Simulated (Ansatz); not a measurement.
The starting structures come from a database of crystals and need not be the phases stable at ambient conditions.

By PBEsol, the system below comes out a metal.

The ballistic (Sharvin) conductance counts the channels at the Fermi level: G/A = (e²/h) × channels of both spins per area.

Given:

```yaml
crystal:
  lattice:
    - [3.40716, 0.00000, 0.00000]
    - [0.00000, 3.40716, 0.00000]
    - [1.70358, -1.70358, 2.40923]
  atoms:
    - { symbol: Zr, position: [0.00000, 0.00000, 0.00000] }
    - { symbol: H, position: [0.25000, 0.25000, 0.50000] }
    - { symbol: H, position: [0.75000, 0.75000, 0.50000] }
```

Space group of this cell: Fm-3m, fluorite. The cell is taken as given; by PBEsol its mean pressure is -4.6 GPa.

The current flows along the normal of the first two printed cell vectors, the (001) plane of the conventional cell. No spin-orbit coupling; the value is a mean over 0.1 eV about the Fermi level.

### Question
Give the ballistic conductance per area that PBEsol (Ansatz, a first-principles code) yields.

### Answer
0.54 × 10¹⁵ S/m² for both spins.
